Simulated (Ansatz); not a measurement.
## How far PBE and r2SCAN part for SiO2, biaxial strain +1.86 %, plane normal [001], relaxed out of plane

Take SiO$_{2}$ (space group P4_12_12, No. 92; a = 5.0828 Å, c = 7.0981 Å) as the base. Axes: x, y, z lie along a, b, c of the conventional cell.

(Cell as relaxed with PBE.)

Levels (all Ansatz, a quantum-chemistry and plane-wave program, PAW, earlier PAW set): PBE (420 eV, no SOC); r2SCAN (500 eV, without spin-orbit coupling).

Each level relaxes its own structure.

```json
[
 {"base": "volume per atom", "PBE": "15.28 Å³", "r2SCAN": "14.29 Å³"},
 {"base": "lattice parameter a", "PBE": "5.083 Å", "r2SCAN": "4.980 Å"},
 {"base": "band gap", "PBE": "5.52 eV", "r2SCAN": "6.35 eV"}
]
```

The change: tensile biaxial strain of 1.86 % in the plane normal to [001], as in epitaxy on a mismatched substrate; the out-of-plane cell vector and the atoms relax.

| quantity | PBE | r2SCAN |
|---|---|---|
| hole mass | 1.6 mₑ out of plane, 1.7 mₑ in plane (at Γ) | 1.6 mₑ out of plane, 1.8 mₑ in plane (at Γ) |
| pressure (mean of the normal stresses, compression positive) | -7.0 kbar | -6.7 kbar |
| shift of the gap caused by the change | -0.09 eV | -0.11 eV |
| volume per atom | 15.93 Å³ | 14.95 Å³ |

PBE's shift of the gap caused by the change lies 0.02 eV above r2SCAN's; PBE's volume per atom lies 0.98 Å³ above r2SCAN's (6.6 %). Neither level is exact; r2SCAN is the comparison here, not a measurement.

Masses are band curvatures over ±0.01 Å⁻¹ around the edge. Whether these cells are dynamically stable was not tested.
